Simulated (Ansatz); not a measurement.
Consider interstitial Hf in rutile TiO2, charge state +4. Level of theory: PBE, PAW (plane waves to 420 eV; Ansatz, a quantum-chemistry and plane-wave program).

72-site cell at the relaxed PBE lattice, a 2×2×2 k-point mesh shifted by half a step, smearing 0.01 eV, spin-restricted, no finite-size correction. Energies are static. Spin-orbit coupling is left out. The charge state is imposed; whether it is stable for some Fermi level was not computed. Sites that were not tried may lie lower.

The step: several atoms move together, Hf the farthest; the atom moves 1.40 Å along (0.00, 0.00, -0.47) of the unit cell; the moving atom starts with neighbours 2 O at 1.99, 2 O at 2.08, 2 O at 2.10 Å and ends with 2 O at 1.99, 2 O at 2.08, 2 O at 2.10 Å.

Task: Estimate the migration barrier of this step that PBE, PAW returns for this input.

Result: 6.0 kJ/mol, the same both ways. At the saddle the moving atom has neighbours 4 O at 1.99, 2 O at 2.54, 2 O at 2.56 Å. The check of the saddle point's order was inconclusive, and it lies on a symmetry element of the cell, where a band can be held.
